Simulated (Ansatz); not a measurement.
The parent structure is SiO2 (space group P3_221, No. 154; a = 4.866 Å, c = 5.365 Å). Axes: x lies along a and z along c of the hexagonal cell.

Computed with LDA (Ansatz, an electronic-structure program, PAW, no spin-orbit coupling).

Before the change:

The band gap is 5.83 eV.

It is then changed as follows: biaxial strain −2.25 %, plane normal [001], relaxed out of plane (Cartesian); in-plane vectors clamped, the third vector and the atoms free.

Q: What happens to the out-of-plane strain and band gap?

A: The out-of-plane strain comes out as +0.54 %; the band gap rises by 0.14 eV, from 5.83 eV to 5.97 eV.

Whether these cells are dynamically stable was not tested.
